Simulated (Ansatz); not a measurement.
We consider SnSiO3 (model structure, started from the tetragonal perovskite type, P4mm, No. 99, 5 atoms in the cell), described by PBEsol in Ansatz (plane waves, PAW).

Settings: plane-wave cutoff 520 eV, 10×10×8 k mesh (along the axes of the cell as run), Fermi–Dirac smearing 0.01 eV, scalar-relativistic PAW data made under PBE.

Cell (relaxed with PBEsol):

```cif
data_O3SiSn
_chemical_formula_sum 'Si1 Sn1 O3'
_space_group_name_H-M_alt 'P 1'
_space_group_IT_number 1
_cell_length_a 3.46606
_cell_length_b 3.46606
_cell_length_c 4.68919
_cell_angle_alpha 90.000
_cell_angle_beta 90.000
_cell_angle_gamma 90.000
loop_
_space_group_symop_operation_xyz
  'x, y, z'
loop_
_atom_site_label
_atom_site_type_symbol
_atom_site_fract_x
_atom_site_fract_y
_atom_site_fract_z
_atom_site_occupancy
Si1 Si 0.50000 0.50000 0.49033 1
Sn1 Sn 0.00000 0.00000 0.01495 1
O1 O 0.50000 0.50000 0.83812 1
O2 O 0.50000 0.00000 0.38130 1
O3 O 0.00000 0.50000 0.38130 1
```

Problem. Estimate the band gap, smallest direct gap on the k points sampled and direct gap at Γ that the calculation returns.

Solution. 
* **band gap**: 0.70 eV
* **smallest direct gap on the k points sampled**: 1.43 eV
* **direct gap at Γ**: 3.71 eV

Note: the relaxation could raise the start's symmetry but not lower it, so the cell can be a saddle point.

Spin–orbit coupling is not included.

Static lattice: no zero-point or thermal effects.

A model structure was made by putting elements into a prototype or built by hand; it is no filed structure, need not be a known phase, and can be a saddle point held by its symmetry.

Ansatz is a program for electronic structure.
